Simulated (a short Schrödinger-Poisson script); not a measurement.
## Gated Al0.2Ga0.8As/GaAs modulation-doped gas

Structure: gated Al0.2Ga0.8As/GaAs modulation-doped gas, at 300 K.

| layer | material | thickness (nm) | Nd (cm⁻³) | Na (cm⁻³) |
|---|---|---|---|---|
| 1 | Al0.2Ga0.8As | 10 | - | - |
| 2 | Al0.2Ga0.8As | 20 | 1e18 | - |
| 3 | Al0.2Ga0.8As | 3 | - | - |
| 4 | GaAs | 6000 | - | 1e14 |

Constants are typed, rounded textbook-type inputs, not results; the design itself was drawn at random and stands for no fabricated device. Al0.2Ga0.8As: permittivity 12.33, conduction-band edge (eV) 0.158, gap (eV) 1.673, electron mass (mₑ) 0.0836, Nv at 300 K (cm⁻³) 9e18. GaAs: permittivity 12.9, conduction-band edge (eV) 0, gap (eV) 1.424, Nv at 300 K (cm⁻³) 9e18.

Channel valleys (confinement mass, in-plane density-of-states mass, number): Γ 0.067, 0.067, 1. At the gate the conduction-band edge of layer 1 lies 0.91 eV − eVg above the Fermi level of the channel; the field vanishes at the back. The barrier under the gate holds no holes. Gaps are held at their typed values at every temperature. Mesh 0.08 nm at interfaces.

Solved with a short Schrödinger-Poisson script written for these runs: 1D Poisson equation in equilibrium, electrons quantum, Hartree plus LDA exchange-correlation (BenDaniel-Duke, 40 states a valley, the channel's in-plane mass for all, wave functions free to enter the barrier), parabolic valleys, classical holes, full ionisation, no traps, pinning or gate leakage.

| Vg (V) | electrons (cm⁻²) | in the channel layer | C (μF/cm²) | Γ E0 (meV) | Γ E1 (meV) |
|---|---|---|---|---|---|
| 0.5 | 5.99e11 | 5.47e11 | 0.304 | 13.6 | 49.5 |
| 0.4 | 4.23e11 | 4.05e11 | 0.266 | 25.7 | 57.2 |
| 0.3 | 2.65e11 | 2.59e11 | 0.238 | 42.7 | 68.6 |
| 0.2 | 1.29e11 | 1.28e11 | 0.194 | 68.1 | 87.6 |
| 0.1 | 3.28e10 | 3.26e10 | 0.106 | 112.8 | 125.6 |
| 0 | 1.80e9 | 1.79e9 | 0.0135 | 193.9 | 203.3 |
| -0.1 | 4.30e7 | 4.29e7 | 0.00356 | 292.1 | 301.0 |

Gate voltages with under 1e6 electrons/cm² are left out.

Subbands count from the Fermi level.
